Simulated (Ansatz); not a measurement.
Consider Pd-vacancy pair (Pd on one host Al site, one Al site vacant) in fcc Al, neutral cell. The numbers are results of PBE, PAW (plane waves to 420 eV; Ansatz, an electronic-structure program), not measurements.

Settings: 32 host sites, the relaxed PBE lattice, a 3×3×3 k-point mesh shifted by half a step, smearing 0.10 eV, spin-restricted, no image-charge correction. Energies are static. Forms of the defect that were not tried may lie lower.

Barriers: single points on a 5×5×5 k-point mesh shifted by half a step at the bands' geometries.

Relaxed starting cell (atoms counted from 1):

```yaml
crystal:
  lattice:
    - [8.08392, 0.00000, 0.00000]
    - [0.00000, 8.08392, 0.00000]
    - [0.00000, 0.00000, 8.08392]
  atoms:
    - { symbol: Pd, position: [0.99975, 0.99224, 0.99248] }
    - { symbol: Al, position: [0.99985, 0.00408, 0.49952] }
    - { symbol: Al, position: [0.99991, 0.49932, 0.00423] }
    - { symbol: Al, position: [0.99987, 0.49787, 0.49805] }
    - { symbol: Al, position: [0.49982, 0.00162, 0.00178] }
    - { symbol: Al, position: [0.49986, 0.00117, 0.50078] }
    - { symbol: Al, position: [0.49987, 0.50060, 0.00134] }
    - { symbol: Al, position: [0.49988, 0.50292, 0.50306] }
    - { symbol: Al, position: [0.99986, 0.24813, 0.75367] }
    - { symbol: Al, position: [0.99986, 0.75350, 0.24830] }
    - { symbol: Al, position: [0.99987, 0.75122, 0.75138] }
    - { symbol: Al, position: [0.49986, 0.25170, 0.25186] }
    - { symbol: Al, position: [0.49984, 0.24988, 0.75458] }
    - { symbol: Al, position: [0.49987, 0.75441, 0.25002] }
    - { symbol: Al, position: [0.49986, 0.75121, 0.75136] }
    - { symbol: Al, position: [0.23788, 0.00728, 0.24792] }
    - { symbol: Al, position: [0.24917, 0.00056, 0.75432] }
    - { symbol: Al, position: [0.24723, 0.49925, 0.25133] }
    - { symbol: Al, position: [0.25012, 0.50137, 0.75226] }
    - { symbol: Al, position: [0.76183, 0.00733, 0.24788] }
    - { symbol: Al, position: [0.75052, 0.00054, 0.75429] }
    - { symbol: Al, position: [0.75256, 0.49922, 0.25131] }
    - { symbol: Al, position: [0.74964, 0.50135, 0.75226] }
    - { symbol: Al, position: [0.23781, 0.24770, 0.00751] }
    - { symbol: Al, position: [0.24722, 0.25116, 0.49941] }
    - { symbol: Al, position: [0.24918, 0.75414, 0.00072] }
    - { symbol: Al, position: [0.25011, 0.75210, 0.50151] }
    - { symbol: Al, position: [0.76180, 0.24777, 0.00741] }
    - { symbol: Al, position: [0.75252, 0.25118, 0.49941] }
    - { symbol: Al, position: [0.75050, 0.75411, 0.00071] }
    - { symbol: Al, position: [0.74963, 0.75212, 0.50148] }
```

End state 1 differs by these moves (Å; atoms that move under 0.08 Å are left out):

| atom | element | Δx | Δy | Δz |
|---|---|---|---|---|
| 1 | Pd | 0.00 | 2.17 | 2.17 |

Question: What is the computed forward and backward barriers to end state 1 (PBE, PAW)?

Answer: forward 0.82 eV, backward 0.82 eV; at the saddle point atom 1 has neighbours 2 Al at 2.48, 2 Al at 2.64, 2 Al at 2.70 Å. The program found a first-order saddle point.
